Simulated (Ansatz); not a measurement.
The reference is BAs in the zinc blende structure (space group F-43m, No. 216; a = 4.768 Å).

It is then changed as follows: the cell is scaled by 0.9700 in all directions; the atoms relax in the strained cell.

Calculations: Ansatz (a first-principles code) PBEsol, scalar-relativistic without spin-orbit coupling.

Base, band edges from the VBM (valence, conduction): X -4.12, 1.31; W -5.27, 5.19; L -1.84, 2.68; Γ 0.00, 3.25; K -3.52, 1.95; U -3.52, 1.95 eV.

**Question.** Give the band edges at the high-symmetry points of the new zone, measured from its valence-band maximum.

**Answer.** 
```
point  valence edge (eV)  conduction edge (eV)
-----  -----------------  --------------------
Γ                   0.00                  3.37
X                  -4.52                  1.22
U                  -3.86                  1.89
K                  -3.86                  1.89
L                  -2.00                  3.24
W                  -5.83                  5.21
```

The gap is 0.99 eV, indirect, Γ → Γ–X (83 % along).

No phonon test of stability was made.
